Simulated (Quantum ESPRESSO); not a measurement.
Band structure of HfO2 (P4_2/nmc, 6 atoms in the cell).

```
HfO2
1.0
    3.60677     0.00000     0.00000
    0.00000     3.60677     0.00000
    0.00000     0.00000     5.24271
Hf O
2 4
Cartesian
  1.80338   1.80338   2.62136
  0.00000   0.00000   0.00000
  0.00000   1.80338   3.65527
  0.00000   1.80338   1.03392
  1.80338   0.00000   4.20880
  1.80338   0.00000   1.58744
```

Method of the run: LDA (PZ), GBRV 1.5 ultrasoft (LDA) pseudopotentials (plane waves; Quantum ESPRESSO).

Settings: ecutwfc = 40 Ry; ecutrho = 320 Ry; occupations = fixed; potentials = {Hf: hf_lda_v1.uspp.F.UPF, O: o_lda_v1.2.uspp.F.UPF}; K_POINTS = automatic 9 9 6 0 0 0; nbnd = 36; conv_thr = 1e-09 Ry; mixing_beta = 0.3.

The starting cell comes from a database of computed structures (which also holds hypothetical and non-ambient phases and stackings), without a prior relaxation at this level. Its lattice was rescaled by a random factor within 2.5 % of one. Spin-orbit coupling is off.

**Question.** Predict the gap along the standard path and the places of the band edges.

**Answer.** The gap along the path is 4.42 eV, from Z to Γ; the smallest direct gap on it is 4.50 eV.

Levels in eV from the top of the valence band on the SCF mesh, bands 21 to 28:
```
point     21     22     23     24    25    26    27    28
-----  -----  -----  -----  -----  ----  ----  ----  ----
Γ      -0.69  -0.14  -0.07  -0.07  4.42  4.49  5.63  5.86
X      -1.41  -1.41  -0.16  -0.16  4.86  4.86  5.84  5.84
M      -0.78  -0.78  -0.57  -0.57  5.47  5.47  5.81  5.81
Z      -0.67  -0.67   0.00   0.00  5.11  5.11  5.36  5.36
R      -1.38  -1.38  -0.95  -0.95  4.99  4.99  5.34  5.34
A      -1.39  -1.39  -0.06  -0.06  5.66  5.66  5.99  5.99
```
